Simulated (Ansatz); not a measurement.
Input:

```
CELL_PARAMETERS angstrom
     -2.28063     2.28063     6.37234
      2.28063    -2.28063     6.37234
      2.28063     2.28063    -6.37234
ATOMIC_POSITIONS crystal
  Sr 0.00000 0.00000 0.00000
  In 0.75000 0.25000 0.50000
  In 0.25000 0.75000 0.50000
  Hg 0.60799 0.60799 0.00000
  Hg 0.39201 0.39201 0.00000
```

Computed with PBEsol, DFPT electron-phonon coupling, linearised Boltzmann equation (plane waves, PAW, scalar-relativistic; Ansatz, a quantum-chemistry and plane-wave program). Geometry: relaxed with this functional, without spin-orbit coupling.

Q: Estimate the phonon-limited resistivity at 300 K, by direction if it differs.

A: 16.4 (x), 16.4 (y), 26 (z) μΩ·cm.

Q: How long is the mean free path there?

A: 8.4 (x), 8.4 (y), 7.5 (z) nm, weighted by the current that each state carries. Wires not much wider than this gain resistivity from their walls.

A metal at this level (no band gap). Only scattering by harmonic phonons is included (no impurities, grain boundaries, electron-electron scattering or thermal expansion). Spin-orbit coupling is left out, which matters with elements this heavy. Halving the electron mesh (20x20x20) moves the resistivity by up to 9 % at 300 K, the mean free path by up to 4 %. Smearing 0.20 eV; phonons on a 4x4x4 q mesh, which this run doesn't test.

Computed structure with no diffraction record at hand here (it may be known, metastable or hypothetical): SrHg2In2 (I4/mmm).
